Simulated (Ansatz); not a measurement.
## Pd in the fcc (Cu type) structure (space group Fm-3m, No. 225)

```
CELL_PARAMETERS angstrom
      0.00000     1.97130     1.97130
      1.97130     0.00000     1.97130
      1.97130     1.97130     0.00000
ATOMIC_POSITIONS crystal
  Pd 0.00000 0.00000 0.00000
```

Method: Ansatz (a quantum-chemistry and plane-wave program) PBE, no SOC, earlier PAW set. k-mesh 20×20×20 (Γ-centred); smearing 0.05 eV (Fermi–Dirac).

The volume per atom is 15.32 Å³ and the density comes out as 11.53 g/cm³. The band gap comes out as zero and the total energy is -6972.904 eV/atom (σ→0; compares only within this code and set-up).

Stability against distortions was not tested. All final runs are without spin polarisation.
